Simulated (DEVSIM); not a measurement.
System: Al0.4Ga0.6As/GaAs n-p heterojunction, at 300 K.

Layer 1 from the left is Al0.4Ga0.6As, thickness (μm) 0.410, Nd (cm⁻³) 2e17, τn (s) 4.3e-10, τp (s) 4.3e-10. Layer 2 from the left is GaAs, thickness (μm) 0.160, Na (cm⁻³) 3.3e16, τn (s) 4.3e-10, τp (s) 4.3e-10.

Left contact: ohmic. Right contact: ohmic. Voltage is applied to the left contact. Recombination: SRH at mid-gap. Mobility is μmin + (μ − μmin)/(1 + (N/Nref)^α).

This is a model device: material constants are rounded textbook-type values typed into the input, and sizes, dopings and lifetimes were drawn at random. Values at 300 K.

Al0.4Ga0.6As: gap (eV) 1.9228, affinity (eV) 3.754, permittivity 11.76, Nc (cm⁻³) 7.93e17, Nv (cm⁻³) 9e18, μn (cm²/Vs) 3220, μp (cm²/Vs) 158, μn,min 500, μp,min 20, Nref,n 6e16, Nref,p 1.5e17, αn 0.39, αp 0.38. GaAs: gap (eV) 1.424, affinity (eV) 4.07, permittivity 12.9, Nc (cm⁻³) 4.7e17, Nv (cm⁻³) 9e18, μn (cm²/Vs) 8500, μp (cm²/Vs) 400, μn,min 500, μp,min 20, Nref,n 6e16, Nref,p 1.5e17, αn 0.39, αp 0.38.

Model (solved in DEVSIM): 1D drift-diffusion, Boltzmann statistics, complete ionisation; no tunnelling, impact ionisation, image-force lowering or self-heating. Band offsets follow the typed affinities; no thermionic-emission limit at abrupt steps, no polarisation charge.

Task: What does the simulation give for the dark forward voltage at 100 A/cm², the largest field in the device at zero bias, the dark forward voltage at 1 A/cm²?

Result: dark forward voltage at 100 A/cm² 1.039 V; largest field in the device at zero bias 130000 V/cm; dark forward voltage at 1 A/cm² 0.899 V.
